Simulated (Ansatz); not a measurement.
## A computed series for AlN: response to strain

The parent structure is AlN in the zinc blende structure (space group F-43m, No. 216).

```yaml
crystal:
  lattice:
    - [0.00000, 2.17113, 2.17113]
    - [2.17113, 0.00000, 2.17113]
    - [2.17113, 2.17113, 0.00000]
  atoms:
    - { symbol: Al, position: [0.00000, 0.00000, 0.00000] }
    - { symbol: N, position: [0.25000, 0.25000, 0.25000] }
```

Cartesian axes are those of the cell as printed.

Strains are applied to the cell and any free atomic positions relax.

All numbers come from Ansatz (a quantum-chemistry and plane-wave program) LDA, without spin-orbit coupling.

Notes on the quantities. energy relative to the base: free energy F.

```csv
uniaxial strain ε_zz (%),energy relative to the base (meV/atom)
0,0.0
0.5,0.2
1,0.9
1.5,2.1
2,?
2.5,5.9
3,8.5
```

Problem. Fit ΔE = Aε² + Bε³ (ε in %) to the rows shown and predict the withheld row.

Solution. Least squares on the printed values gives A = 0.918 and B = 0.0093 meV/atom (largest residual 0.0 meV/atom); this predicts 3.7 meV/atom, and the run gives 3.8 meV/atom, in agreement.

No phonon test of stability was made. This is not the structure that AlN has at room temperature and ambient pressure.
